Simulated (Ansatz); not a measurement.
# Point defect Cr on the Si site (Cr_Si) in 4H silicon carbide

These are PBE, PAW (plane waves to 420 eV; Ansatz, a first-principles code) values and carry that method's errors. The supercell holds 96 host sites (3×2×1 repeats of the unit cell), with a 2×2×2 shifted k-point sampling for the final energies. Site at the start: the Si(h) site. Energies of charged states are corrected for periodic images (point charge plus alignment at distant sites). Dielectric constants: PBE linear response of the host. Host gap at this level: 2.23 eV. Finite-size and sampling errors can reach tenths of an eV here. PBE underestimates the host's gap, which shifts levels and can delocalise carriers. Spin–orbit coupling is left out, and no Hubbard U is applied to the open shells. Each state is the lowest found from its start.

Formation energies E_f are given with the Fermi level at the valence-band maximum. Chemical conditions: C-rich (Δμ(Si) = -0.41 eV, Δμ(Cr) = -0.100 eV, bounded by Cr23C6 (Fm-3m); only phases computed here count, gases as isolated molecules at 0 K). Reference phases: Cr: bcc Cr, antiferromagnetic, Si: silicon.

```tsv
charge	moment (μB)	largest move off a lattice site (Å)	image correction with alignment (eV)	E_f, C-rich (eV)	above the lowest spin state (eV)
+1	1.0	0.03	0.23	2.07	0.00
0	2.0	0.06	0.00	2.25	0.00
0†	not spin-polarised	0.04	0.00	3.23	0.98
−1	3.0	0.11	0.10	4.31	0.00
−1	3.0	0.11	0.10	4.31	0.00
−2†	4.0	0.14	0.53	–	0.00
−2*	not spin-polarised	0.13	–	–	0.92
```

* At this level the carrier isn't localised at the defect: . Such a state is shallow or no state of the defect, and this cell gives it no level.

† Not settled in this cell, so no level is given: charge −2: level within 0.1 eV of a band edge or past it.

Starting moments that weren't kept: charge −1 began with 1 μB and ended with 3.0.

No other site or start that was run ended lower by more than 0.1 eV.

Transition levels above the valence-band maximum: ε(+1/0) = 0.18 eV; ε(0/−1) = 2.06 eV. On the lower envelope of the bound states, inside the gap: (+1/0) at 0.18 eV; (0/−1) at 2.06 eV.

Flagged in the runs: a host whose relaxation on this sampling wasn't shown to rest.
